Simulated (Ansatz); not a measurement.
**IrO2 in the rutile structure (space group P4_2/mnm, No. 136)**

```yaml
crystal:
  lattice:
    - [4.52931, 0.00000, 0.00000]
    - [0.00000, 4.52931, 0.00000]
    - [0.00000, 0.00000, 3.17991]
  atoms:
    - { symbol: Ir, position: [0.00000, 0.00000, 0.00000] }
    - { symbol: Ir, position: [0.50000, 0.50000, 0.50000] }
    - { symbol: O, position: [0.30844, 0.30844, 0.00000] }
    - { symbol: O, position: [0.80844, 0.19156, 0.50000] }
    - { symbol: O, position: [0.19156, 0.80844, 0.50000] }
    - { symbol: O, position: [0.69156, 0.69156, 0.00000] }
```

The values are results of PBE (Ansatz, a quantum-chemistry and plane-wave program), without spin-orbit coupling, earlier PAW set, not measurements. Γ-centred 10×10×15 mesh, Fermi–Dirac width 0.05 eV.

- Volume per atom: 10.87 Å³
- Density: 11.41 g/cm³
- Band gap: zero
- Total energy: -4356.385 eV/atom (σ→0; compares only within this code and set-up)

Stability against distortions was not tested. No Hubbard U is applied, and correlation can decide whether such a compound is a metal. The final runs are not spin-polarised.
